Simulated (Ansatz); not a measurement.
Consider KTaO3 in the cubic perovskite structure (space group Pm-3m, No. 221).

```yaml
crystal:
  lattice:
    - [3.95200, 0.00000, 0.00000]
    - [0.00000, 3.95200, 0.00000]
    - [0.00000, 0.00000, 3.95200]
  atoms:
    - { symbol: K, position: [0.00000, 0.00000, 0.00000] }
    - { symbol: Ta, position: [0.50000, 0.50000, 0.50000] }
    - { symbol: O, position: [0.50000, 0.00000, 0.50000] }
    - { symbol: O, position: [0.00000, 0.50000, 0.50000] }
    - { symbol: O, position: [0.50000, 0.50000, 0.00000] }
```

Cartesian axes are those of the cell as printed.

Level of theory: DFT with LDA, PAW potentials and a 420 eV plane-wave cutoff in Ansatz (a first-principles code), no spin-orbit coupling.

Strains are applied to the cell and any free atomic positions relax.

One change was made to it. Results:

| quantity | base | after |
|---|---|---|
| pressure (mean of the normal stresses, compression positive) | -0.01 GPa | 0.06 GPa |
| band gap | 2.13 eV | 2.04 eV |
| energy relative to the base (free energy F) | 0 meV/atom | +6.3 meV/atom |

Task: Name the change that was made.
A) tensor shear ε_xy = +0.67 %
B) tensor shear ε_xy = +2.00 %
C) tensor shear ε_xy = +1.33 %
D) tensor shear ε_xy = +1.00 %

Result: B, tensor shear ε_xy = +2.00 %. For comparison, the energy relative to the base in the other runs: tensor shear ε_xy = +1.00 % gives +1.6 meV/atom; tensor shear ε_xy = +0.67 % gives +0.7 meV/atom; tensor shear ε_xy = +1.33 % gives +2.8 meV/atom.

Spin-orbit coupling, missing from the scalar runs, can matter with Ta. Whether these cells are dynamically stable was not tested.
